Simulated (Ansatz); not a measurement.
PbTe: pressure series

Start from PbTe in the rock salt structure (space group Fm-3m, No. 225; a = 6.442 Å).

Cell and atoms are relaxed at each pressure.

All numbers come from Ansatz (an electronic-structure program), PBEsol, PAW, cutoff 420 eV, no spin-orbit coupling.

```tsv
pressure (GPa)	volume per atom (Å³/atom)
-2	35.142
-1	34.228
0	33.419
0.9	?
2.1	32.033
4.5	30.761
9	28.922
15	27.126
```

Fit the third-order Birch–Murnaghan form P(V) = (3B₀/2)[(V₀/V)^(7/3) − (V₀/V)^(5/3)]·[1 + (3/4)(B₀′ − 4)((V₀/V)^(2/3) − 1)] (squares taken in P) to the rows shown and predict the withheld row.

Least squares on the printed values gives V₀ = 33.429 Å³/atom, B₀ = 44.9 GPa, B₀′ = 4.5; this predicts 32.792 Å³/atom, and the run gives 32.797 Å³/atom, 0.005 higher.

Measured bulk modulus of PbTe: 39.8 GPa (room temperature; as listed in Kerstin Hummer, Andreas Grüneis, Georg Kresse, Physical Review B (2007)); the computed value is for a static lattice, so the two differ by thermal effects too.

Load acts through the strain it causes; cell and atoms are relaxed under it. Whether these cells are dynamically stable was not tested. Competing high-pressure phases were not computed. All final runs are without spin polarisation.
